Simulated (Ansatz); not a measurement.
Amorphous Si12B24N40, 76 atoms at 2.10 g/cm³, one PBE-relaxed geometry, zone centre. Methods: PBE, scalar-relativistic without spin-orbit coupling (Ansatz, an electronic-structure program); r2SCAN, scalar-relativistic without spin-orbit coupling (Ansatz); HSE06, scalar-relativistic without spin-orbit coupling (Ansatz). Plane waves to 420 eV (r2SCAN 500 eV); exact exchange is cut at the cell's faces. At PBE the levels at the filled edge of the gap are localised (band-tail or defect states). The higher rungs were started with moments on some atoms, which died out.

It comes from a melt-quench run on a machine-learned potential (CHGNet), relaxed afterwards by DFT. N atoms were pushed apart under 1.9 Å during the dynamics, to hinder bonds among them. The hot cell started wider than the set density and was brought back towards it in steps. It is the lowest in DFT energy of 2 quenches. It is a model cell: composition and starting density were chosen by hand, and all elements were melted together. No dispersion term was used. Its density started from a set value of 2.10 and ended at 2.10 g/cm³. The quench (nominally 500 K/ps over its main leg) was far faster than any real one, so the model tends to hold more defects than a real film. A cell of this size samples the disorder only roughly. The volume was held where the preparation left it and the shape relaxed, at a PBE pressure of -3.9 GPa (tension). Stress components on the final sampling reach 4.0 GPa.

The relaxation ran on the zone centre alone. At PBE the level gap is 2.13 eV on a 2×2×2 Γ-centred mesh, and the spacing at the zone centre alone 2.14 eV.

Task: What zone-centre spacing does r2SCAN give, roughly?

Result: 2.53 eV (+0.38 eV against PBE).

Task: What zone-centre spacing does HSE06 give, roughly?

Result: 3.35 eV (+1.20 eV against PBE).

The highest filled and the lowest empty state spread over these numbers of atoms (participation numbers): PBE: 2.8 and 7.0; r2SCAN: 2.8 and 5.7; HSE06: 2.8 and 6.0.
